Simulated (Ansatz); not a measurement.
**Sn, response to strain**

The parent structure is Sn in the diamond structure (space group Fd-3m, No. 227; a = 6.656 Å; relaxed with 0.1 eV smearing). Axes: x, y, z lie along the cube axes.

Strains are applied to the cell and any free atomic positions relax; under biaxial strain the out-of-plane vector relaxes too.

Level of theory: PBE/PAW in Ansatz (a first-principles code), no spin-orbit coupling.

Notes on the quantities. energy relative to the base: free energy F.

| case | volume per atom | energy relative to the base |
|---|---|---|
| base | 36.86 Å³ | 0 meV/atom |
| biaxial strain −3.00 %, plane normal [001], relaxed out of plane | 35.68 Å³ | +12 meV/atom |
| biaxial strain −2.50 %, plane normal [001], relaxed out of plane | 35.88 Å³ | +8.5 meV/atom |
| biaxial strain −2.00 %, plane normal [001], relaxed out of plane | 36.08 Å³ | +5.4 meV/atom |
| biaxial strain −1.50 %, plane normal [001], relaxed out of plane | 36.28 Å³ | +3.0 meV/atom |
| biaxial strain −1.00 %, plane normal [001], relaxed out of plane | 36.48 Å³ | +1.3 meV/atom |
| biaxial strain +0.50 %, plane normal [001], relaxed out of plane | 37.05 Å³ | +0.3 meV/atom |
| biaxial strain +1.50 %, plane normal [001], relaxed out of plane | ? | ? |
| biaxial strain +2.50 %, plane normal [001], relaxed out of plane | 37.79 Å³ | +7.6 meV/atom |
| biaxial strain +3.00 %, plane normal [001], relaxed out of plane | 37.97 Å³ | +11 meV/atom |

### Question
Fill in the withheld entries from the trend.

### Answer

- biaxial strain +1.50 %, plane normal [001], relaxed out of plane, volume per atom: 37.43 Å³
- biaxial strain +1.50 %, plane normal [001], relaxed out of plane, energy relative to the base: +2.8 meV/atom

No phonon test of stability was made.
